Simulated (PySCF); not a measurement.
PySCF 2.14.0, BP86/def2-svp, df: C[Si](Cl)Cl, charge +1, multiplicity 1, 7 atoms. The geometry is a generated start, not checked to be a minimum at this level.

```yaml
task: energy
method: bp86
basis: def2-svp
two_electron_scheme: density fitting
mol.max_memory: 3000 MB
mf.max_cycle: 100
mf.conv_tol: 1e-09 (default)
mf.grids.level: 3 (default)
basis_functions: 83
grid_points: 100488
```

```xyz
7

C     -0.8800    -0.2208    -0.0091
Si     0.9436     0.2180     0.0044
Cl     2.3038    -1.1772    -0.0103
Cl     1.4668     2.0956     0.0383
H     -1.3642     0.0638     0.9286
H     -1.0544    -1.2899    -0.1520
H     -1.4156     0.3105    -0.8000
```

Charge 1 and multiplicity 1 are set for this test and not shown to be the ground state.

With the defaults (mf.DIIS = CDIIS, mf.diis = true, mf.level_shift = 0, mf.damp = 0, mf.diis_start_cycle = 1, mf.init_guess = minao, mf.diis_space = 8, mf.diis_damp = 0) it converges in 12 Fock builds. One run each on 2 threads, 1 BLAS thread, with these changes:
- mf.diis_damp = 0.3
- mf.diis = false
- mf.diis_space = 3
- mf.damp = 0.7, mf.diis_start_cycle = 8
- mf.init_guess = mod_huckel
- mf.level_shift = 1 Hartree
- mf.level_shift = 0.3 Hartree
- mf.DIIS = EDIIS
- mf.init_guess = sap

**Question.** Which of these changes keep the SCF from converging, or lead it to another solution?

**Answer.** No convergence: mf.DIIS = EDIIS; mf.diis = false (the run ends without SCF convergence in 100 cycles). The rest reach the solution of the defaults.

```json
[
 {"setting": "mf.diis_damp = 0.3", "Fock builds": "11", "end": "same solution"},
 {"setting": "the defaults", "Fock builds": "12", "end": "same solution"},
 {"setting": "mf.init_guess = mod_huckel", "Fock builds": "14", "end": "same solution"},
 {"setting": "mf.damp = 0.7, mf.diis_start_cycle = 8", "Fock builds": "15", "end": "same solution"},
 {"setting": "mf.init_guess = sap", "Fock builds": "15", "end": "same solution"},
 {"setting": "mf.diis_space = 3", "Fock builds": "16", "end": "same solution"},
 {"setting": "mf.level_shift = 0.3 Hartree", "Fock builds": "16", "end": "same solution"},
 {"setting": "mf.level_shift = 1 Hartree", "Fock builds": "39", "end": "same solution"},
 {"setting": "mf.DIIS = EDIIS", "Fock builds": "101", "end": "no convergence"},
 {"setting": "mf.diis = false", "Fock builds": "101", "end": "no convergence"}
]
```
